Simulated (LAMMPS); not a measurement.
Interface speed of Si (diamond structure) against its melt at 1520 K on three faces.

Model: classical MD, pair style tersoff/mod, file Si.tersoff.mod, run in LAMMPS.

```json
[
 {"face": "001", "speed": "14.5 ± 0.4 m/s"},
 {"face": "110", "speed": "13.6 ± 0.5 m/s"},
 {"face": "111", "speed": "8.8 ± 0.3 m/s"}
]
```

The ± values are statistical; the model's systematic error is not in them.
